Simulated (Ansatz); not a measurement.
**RuSi: response to strain**

Consider RuSi (space group P2_13, No. 198).

```
CELL_PARAMETERS angstrom
      4.70473     0.00000     0.00000
      0.00000     4.70473     0.00000
      0.00000     0.00000     4.70473
ATOMIC_POSITIONS crystal
  Ru 0.12942 0.12942 0.12942
  Ru 0.62942 0.37058 0.87058
  Ru 0.87058 0.62942 0.37058
  Ru 0.37058 0.87058 0.62942
  Si 0.83761 0.83761 0.83761
  Si 0.33761 0.66239 0.16239
  Si 0.16239 0.33761 0.66239
  Si 0.66239 0.16239 0.33761
```

Cartesian axes are those of the cell as printed.

Strains are applied to the cell and any free atomic positions relax; under biaxial strain the out-of-plane vector relaxes too; under stress the whole cell relaxes.

The values are results of Kohn–Sham DFT with the r2SCAN functional, run in Ansatz (a first-principles code) with PAW and 500 eV plane waves, spin-orbit coupling left out, not measurements.

Notes on the quantities. energy relative to the base: free energy F.

| case | energy relative to the base | smallest direct gap | band gap |
|---|---|---|---|
| base | 0 meV/atom | 0.42 eV | 0.31 eV |
| biaxial strain +0.90 %, plane normal [001], relaxed out of plane | +2.0 meV/atom | 0.40 eV | 0.25 eV |
| isotropic strain +1.22 % | +11 meV/atom | 0.39 eV | 0.29 eV |
| uniaxial stress, 1 GPa tension along z | +0.2 meV/atom | 0.41 eV | 0.28 eV |

Beyond what the load breaks, stability against distortions was not tested. A zero or small gap of RuSi under biaxial strain +0.90 %, plane normal [001], relaxed out of plane, RuSi under isotropic strain +1.22 % and RuSi under uniaxial stress, 1 GPa tension along z can be the functional's error rather than a property of the material.
